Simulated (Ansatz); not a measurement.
The parent structure is MoTe2 (space group P6_3/mmc, No. 194; a = 3.434 Å, c = 13.329 Å; layered, stacked along the Cartesian z axis).

The values are results of PBEsol-D3(BJ) (Ansatz, a first-principles code, PAW, no SOC), not measurements.

```tsv
level	band gap	lattice parameter a	lattice parameter c
PBEsol-D3(BJ)	0.33 eV	3.434 Å	13.329 Å
```

What does experiment give, and how far off is each level?

Measured: band gap 1.06 eV (0 K or low temperature; as listed in Desman Perdamaian Gulo et al., Physical Review Materials (2023)); lattice parameter a 3.518 Å (room temperature; as listed in arXiv:1605.07067); lattice parameter c 13.974 Å (room temperature; as listed in arXiv:1605.07067). Computed minus measured — band gap: PBEsol-D3(BJ) -0.73 eV; lattice parameter a: PBEsol-D3(BJ) -2.4 %; lattice parameter c: PBEsol-D3(BJ) -4.6 %. Measured values not marked as corrected hold thermal and zero-point effects that the static-lattice runs lack. A measured gap can be an optical one, lowered by exciton binding. Levels without spin-orbit coupling miss its effect on the gap.

Spin-orbit coupling, missing from the scalar runs, can matter with Te. Stability against distortions was not tested.
